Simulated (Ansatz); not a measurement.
C vacancy in 4H silicon carbide: one set of geometries, relaxed with PBE, evaluated in Ansatz (PAW, plane waves to 420 eV, 500 eV under r2SCAN) with PBE, r2SCAN.

Cell and caveats: 96-site cell; 2×2×2 shifted k-points; start: the C(k) site; charged states image-corrected; not converged in cell size; flagged in the runs: a host whose relaxation on this sampling wasn't shown to rest, a strain field that reaches the edge of the cell.

```csv
quantity,PBE,r2SCAN
host gap (eV),2.23,___
ε(+2/+1) above the VBM (eV),1.09,___
largest moment on one atom at charge +1 (μB),0.04,___
largest moment on one atom at charge −1 (μB),0.06,___
```

Given the lower rungs, what does r2SCAN give?


- host gap (eV), r2SCAN: 2.59
- ε(+2/+1) above the VBM (eV), r2SCAN: 1.24
- largest moment on one atom at charge +1 (μB), r2SCAN: 0.04
- largest moment on one atom at charge −1 (μB), r2SCAN: 0.07

Ansatz is a program for electronic structure.
